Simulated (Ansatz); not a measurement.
The starting structures come from a database of crystals and need not be the phases stable at ambient conditions.

By PBEsol, the system below comes out a metal.

Given:

```xyz
2
Lattice="2.7610 0.0000 0.0000 -0.9212 2.6028 0.0000 0.0000 0.0000 4.4681" Properties=species:S:1:pos:R:3 pbc="T T T"
Ti     0.0000     0.0000     0.0000
W      0.9199     1.3014     2.2341
```

Space group of this cell: Cmmm. The cell is taken as given; by PBEsol its mean pressure is -5.2 GPa.

The current flows along the normal of the first two printed cell vectors. No spin-orbit coupling; the value is a mean over 0.1 eV about the Fermi level.

Q: Estimate the ballistic conductance per area that PBEsol run with Ansatz (a program for electronic structure) returns for this system.

A: 1.4 × 10¹⁵ S/m² for both spins.
